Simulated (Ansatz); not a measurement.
Start from WSi2 (space group I4/mmm, No. 139; relaxed with 0.1 eV smearing).

```xyz
3
Lattice="-1.6145 1.6145 3.9349 1.6145 -1.6145 3.9349 1.6145 1.6145 -3.9349" Properties=species:S:1:pos:R:3 pbc="T T T"
Si     0.0000     0.0000     5.2372
Si     0.0000     0.0000     2.6326
W      0.0000     0.0000     0.0000
```

The values are results of Kohn–Sham DFT with the PBE functional, run in Ansatz (an electronic-structure program) with PAW and 420 eV plane waves, no SOC, not measurements.

Base values:

```
Property    Value
--------  -------
Pressure  0.0 GPa
Band gap     zero
```

One thing is altered: the cell is scaled by 0.9700 in all directions; the atoms relax in the strained cell.

Q: What happens to the energy relative to the base?

A: The energy rises by 84 meV/atom.

Q: What happens to the pressure?

A: The pressure (mean of the normal stresses, compression positive) goes from zero to 24.4 GPa.

Q: Estimate the effect on the largest internal atomic displacement.

A: The largest internal atomic displacement is 0.010 Å.

Q: How does this affect the band gap?

A: The band gap stays zero.

Stability against distortions was not tested. The final runs are not spin-polarised.
